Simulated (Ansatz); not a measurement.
## Be2Si (space group Fm-3m, No. 225; a model cell, its experimental status unchecked)

Space group Fm-3m (No. 225); a = 5.2832 Å, b = 5.2832 Å, c = 5.2832 Å, α = 90.00°, β = 90.00°, γ = 90.00°

| atom | site | symmetry | x | y | z |
|---|---|---|---|---|---|
| Si | 4a | m-3m | 0.0000 | 0.0000 | 0.0000 |
| Be | 8c | -43m | 0.2500 | 0.2500 | 0.2500 |
(The calculation used a cell of 3 atoms; values per cell refer to that cell.)

The values are results of Kohn–Sham DFT with the r2SCAN functional, run in Ansatz (a quantum-chemistry and plane-wave program) with PAW and 500 eV plane waves, without spin-orbit coupling, not measurements. Settings: 15×15×15 k-points, 0.05 eV Fermi–Dirac smearing.

```yaml
volume_per_atom: 12.29 Å³
density: 2.08 g/cm³
band_gap: zero
total_energy: -274.995 eV/atom (σ→0; compares only within this code and set-up)
```

Whether these cells are dynamically stable was not tested. All final runs are without spin polarisation.
